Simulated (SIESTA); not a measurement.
A self-consistent single point of AlP (F-43m, 2 atoms in the cell) with SIESTA.

Method of the run: GGA PBE, numerical atomic orbitals DZP, PseudoDojo PBE standard norm-conserving potentials (rewritten from UPF to PSML) (SIESTA 5.4.2).

The change in words: lattice scaled by 0.98. Reference geometry:
```yaml
crystal:
  lattice:
    - [0.00000, 2.69243, 2.69243]
    - [2.69243, 0.00000, 2.69243]
    - [2.69243, 2.69243, 0.00000]
  atoms:
    - { symbol: Al, position: [0.00000, 0.00000, 0.00000] }
    - { symbol: P, position: [0.75000, 0.75000, 0.75000] }
```

Reference input (self-consistent single point, DFT, GGA PBE, numerical atomic orbitals DZP, PseudoDojo PBE standard norm-conserving potentials (rewritten from UPF to PSML)): XC.functional = GGA; XC.authors = PBE; potentials = PseudoDojo PBE standard; PAO.BasisSize = DZP; PAO.EnergyShift = 0.01 Ry; MeshCutoff = 400 Ry; kgrid.MonkhorstPack = 9 9 9; OccupationFunction = FD; ElectronicTemperature = 50 meV; MaxSCFIterations = 150; SCF.Mixer.Method = Pulay; SCF.Mixer.Weight = 0.25. This run's input differs from it in these lines:

```diff
@@ -10,7 +10,7 @@
 %endblock ChemicalSpeciesLabel
-LatticeConstant              3.807668 Ang
+LatticeConstant              3.731514 Ang
 %block LatticeVectors
-     0.000000000    0.707106817    0.707106817
-     0.707106817    0.000000000    0.707106817
-     0.707106817    0.707106817    0.000000000
+     0.000000000    0.707106820    0.707106820
+     0.707106820    0.000000000    0.707106820
+     0.707106820    0.707106820    0.000000000
 %endblock LatticeVectors
@@ -19,3 +19,3 @@
      0.000000000    0.000000000    0.000000000  1
-     7.631927295    7.631927295    7.631927295  2
+     7.479287502    7.479287502    7.479287502  2
 %endblock AtomicCoordinatesAndAtomicSpecies
```

Output (repeated stretches shortened):

```
        iscf     Eharris(eV)        E_KS(eV)     FreeEng(eV)     dDmax    Ef(eV) dHmax(eV)
   scf:    1     -250.217948     -252.183867     -252.183867  1.765552 -4.952123  1.417389
   scf:    2     -252.321884     -252.258083     -252.258083  0.022443 -4.838103  0.789437
   scf:    3     -252.302241     -252.287878     -252.287878  0.029732 -4.680708  0.066800
   scf:    4     -252.288326     -252.288155     -252.288155  0.006018 -4.656581  0.006613
   scf:    5     -252.288162     -252.288160     -252.288160  0.000737 -4.659267  0.002629
   scf:    6     -252.288161     -252.288160     -252.288161  0.000393 -4.658257  0.000034
   scf:    7     -252.288160     -252.288160     -252.288161  0.000005 -4.658212  0.000012
SCF Convergence by DM+H criterion
max |DM_out - DM_in|         :     0.0000049059
max |H_out - H_in|      (eV) :     0.0000118526
SCF cycle converged after 7 iterations

Using DM_out to compute the final energy and forces

siesta: E_KS(eV) =             -252.2882

siesta: E_KS - E_eggbox =      -252.2882

siesta: Atomic forces (eV/Ang):
     1    0.000015    0.000015    0.000015
     2   -0.000015   -0.000015   -0.000015
   Tot    0.000000    0.000000    0.000000
   Max    0.000015
   Res    0.000015    sqrt( Sum f_i^2 / 3N )
   Max    0.000015    constrained

Stress tensor Voigt[x,y,z,yz,xz,xy] (kbar):     -144.93     -144.93     -144.93        0.00        0.00        0.00
(Free)E + p*V (eV/cell)     -248.9648
Target enthalpy (eV/cell)     -252.2882

siesta: Program's energy decomposition (eV):
siesta: FreeEng =      -252.288161

   [... lines left out ...]
siesta:    -0.090457    0.000001    0.000001
siesta:     0.000001   -0.090457    0.000001
siesta:     0.000001    0.000001   -0.090457

siesta: Cell volume =         36.740097 Ang**3

siesta: Pressure (static):
siesta:                Solid            Molecule  Units
siesta:           0.00098520          0.00098521  Ry/Bohr**3
siesta:           0.09045652          0.09045818  eV/Ang**3
siesta:         144.92731510        144.92997578  kBar
```

The run converged in 7 iterations. Against the reference run the free energy rises by 76.2 meV/atom, the pressure goes from 7.15 to 14.49 GPa and the gap on the mesh goes from 1.511 to 1.384 eV.

The starting cell comes from a database of computed structures (which also holds hypothetical and non-ambient phases and stackings), without a prior relaxation at this level. Its lattice was rescaled by a random factor within 2.5 % of one. For this run, on top of that: lattice scaled by 0.98. Values carry the incompleteness of an atom-centred basis. With a pressure of about 14 GPa the cell is away from its equilibrium volume at this level.
